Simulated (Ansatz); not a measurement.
ZnS has the hexagonal space group P6₃mc (No. 186), the wurtzite structure, Pearson symbol hP4. Conventional cell: a = 3.739 Å, b = 3.739 Å, c = 6.142 Å, α = 90.00°, β = 90.00°, γ = 120.00°. Zn on 2b has 4 S at 2.293–2.297 Å (tetrahedral). S on 2b is surrounded by 4 Zn at 2.293–2.297 Å (tetrahedral). (Neighbours: up to the widest gap in distance over summed covalent radii, below 1.35, at either atom; cation-cation and far metal-metal contacts left out.)

Another polymorph of this substance is known too; which is more stable was not tested here. Dynamical quadrupoles are not included in the interpolation of the phonons between the solved wave vectors.

Task: What linear thermal expansion coefficients do quasi-harmonic approximation on LDA density-functional theory in Ansatz (plane waves, PAW) give at 250 K, and what isobaric heat capacity per mole of formula units and Grüneisen parameter?

Result: α in the basal plane = 6.4 × 10⁻⁶ K⁻¹; α along c = 5.4 × 10⁻⁶ K⁻¹; C_P = 43.0 J/(mol K); γ = 0.79. Whether this phase is the stable one at each condition was not tested.

The PAW data sets were generated under PBE and serve the other functionals too.

Ansatz is a quantum-chemistry and plane-wave program.
